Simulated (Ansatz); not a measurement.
Band structure of TlBi2 (P6/mmm, 3 atoms in the cell).

```
TlBi2
1.0
    5.70866     0.00000     0.00000
   -2.85433     4.94384     0.00000
    0.00000     0.00000     3.39376
Tl Bi
1 2
Cartesian
  0.00000   0.00000   0.00000
  2.85433   1.64795   1.69688
  0.00000   3.29590   1.69688
```

Method of the run: LDA (PW92), PAW files made with PBE (plane waves; Ansatz, a program for electronic structure).

Settings: basis.ecutwfc = 30.9 Ry; kpoints.mp_grid.grid = 6 6 8; hamiltonian.xc = lda; hamiltonian.pseudopotentials = {kind: paw} (the program's default PAW files); scf.occupations.method = gaussian; scf.occupations.width = 0.01 Ry; kpoints.band_path.npoints = 8.

The starting cell comes from a database of computed structures (which also holds hypothetical and non-ambient phases and stackings), without a prior relaxation at this level. Spin-orbit coupling is off.

Levels in eV from the Fermi level, bands 19 to 25:
```json
[
 {"point": "Γ", "19": "-3.22", "20": "-3.22", "21": "-1.95", "22": "-1.95", "23": "2.09", "24": "5.17", "25": "6.32"},
 {"point": "M", "19": "-4.50", "20": "-0.64", "21": "-0.18", "22": "1.74", "23": "2.83", "24": "3.15", "25": "3.22"},
 {"point": "K", "19": "-2.19", "20": "-1.96", "21": "-1.96", "22": "2.81", "23": "3.54", "24": "3.54", "25": "4.05"},
 {"point": "A", "19": "-2.20", "20": "-1.84", "21": "-1.80", "22": "-1.80", "23": "-0.44", "24": "1.36", "25": "1.36"},
 {"point": "L", "19": "-4.21", "20": "-2.71", "21": "-2.55", "22": "-2.31", "23": "1.20", "24": "2.14", "25": "2.16"},
 {"point": "H", "19": "-3.74", "20": "-3.71", "21": "-3.71", "22": "0.41", "23": "0.41", "24": "1.15", "25": "3.08"}
]
```

Bands cross the Fermi level along this path, so the cell is metallic at this level.

Keys are those of Ansatz 0.2.
